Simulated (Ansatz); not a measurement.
## ZnSnO3, pressure series

Base system: ZnSnO₃ (space group R3c, No. 161).

```
ZnSnO3
1.0
    2.63915     1.52372     4.66998
   -2.63915     1.52372     4.66998
    0.00000    -3.04743     4.66998
Zn Sn O
2 2 6
Direct
  0.29492   0.29492   0.29492
  0.79492   0.79492   0.79492
  0.01257   0.01257   0.01257
  0.51257   0.51257   0.51257
  0.72151   0.11607   0.40522
  0.40522   0.72151   0.11607
  0.11607   0.40522   0.72151
  0.90522   0.61607   0.22151
  0.22151   0.90522   0.61607
  0.61607   0.22151   0.90522
```

Cell and atoms are relaxed at each pressure.

Calculations: PBEsol (Ansatz, a first-principles code; PAW; 420 eV plane waves; spin-orbit coupling left out).

Computed cases, in order: pressure −2 GPa; pressure −1 GPa; 0 GPa (base); pressure 3 GPa; pressure 7 GPa; pressure 15 GPa; pressure 30 GPa; pressure 50 GPa; pressure 75 GPa; pressure 100 GPa.

Question: Between which two neighbouring cases does the gap turn between direct and indirect?

Answer: Between pressure 50 GPa (2.16 eV, direct at Γ) and pressure 75 GPa (2.13 eV, indirect, k = (0.125, 1/4, 1/4) in the run's primitive reciprocal basis → Γ). The whole series: pressure −2 GPa: 1.18 eV, direct at Γ; pressure −1 GPa: 1.21 eV, direct at Γ; 0 GPa (base): 1.25 eV, direct at Γ; pressure 3 GPa: 1.35 eV, direct at Γ; pressure 7 GPa: 1.47 eV, direct at Γ; pressure 15 GPa: 1.67 eV, direct at Γ; pressure 30 GPa: 1.96 eV, direct at Γ; pressure 50 GPa: 2.16 eV, direct at Γ; pressure 75 GPa: 2.13 eV, indirect, k = (0.125, 1/4, 1/4) in the run's primitive reciprocal basis → Γ; pressure 100 GPa: 2.00 eV, indirect, k = (0.125, 1/4, 1/4) in the run's primitive reciprocal basis → Γ.

Load acts through the strain it causes; cell and atoms are relaxed under it. No phonon test of stability was made. No other phases were tried under pressure.
